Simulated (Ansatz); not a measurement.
# Hypothetical P6_422 BN, pressure series

Start from BN (space group P6_422, No. 181; a = 2.595 Å, c = 5.797 Å; a hypothetical phase, not in the database extracts checked).

Cell and atoms are relaxed at each pressure.

Computed with Ansatz (a program for electronic structure), PBEsol, PAW, cutoff 420 eV, no SOC.

Notes on the quantities. enthalpy: H = E + PV relative to the base's energy; band gap: an upper bound: an edge found on the path is not a true extremum; the base alone.

```csv
change,enthalpy,band gap,c/a ratio,volume per atom
base,–,3.60 eV,2.234,5.64 Å³
pressure 3 GPa,+0.11 eV/atom,3.59 eV,2.234,5.59 Å³
pressure 5 GPa,+0.17 eV/atom,3.60 eV,2.234,5.57 Å³
pressure 7.5 GPa,+0.26 eV/atom,3.60 eV,2.235,5.53 Å³
pressure 10 GPa,+0.35 eV/atom,3.61 eV,2.235,5.50 Å³
```

Load acts through the strain it causes; cell and atoms are relaxed under it. Stability against distortions was not tested. Competing high-pressure phases were not computed. The base started in P3_121 and relaxed to P6_422 at this level.
